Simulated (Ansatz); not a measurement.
The reference is CaF$_{2}$ in the fluorite structure (space group Fm-3m, No. 225; a = 5.420 Å).

Method: DFT with PBEsol, PAW potentials and a 420 eV plane-wave cutoff in Ansatz (a quantum-chemistry and plane-wave program), without spin-orbit coupling.

Base values:

- Lattice parameter a = 5.420 Å

It is then changed as follows: cell and atoms relaxed at a pressure of 3 GPa.

Problem. What happens to the lattice parameter a?

Solution. The lattice parameter a falls by 0.0578 Å, from 5.420 Å to 5.363 Å.

Load acts through the strain it causes; cell and atoms are relaxed under it. No phonon test of stability was made. The base started in Pca2_1 and relaxed to Fm-3m at this level.
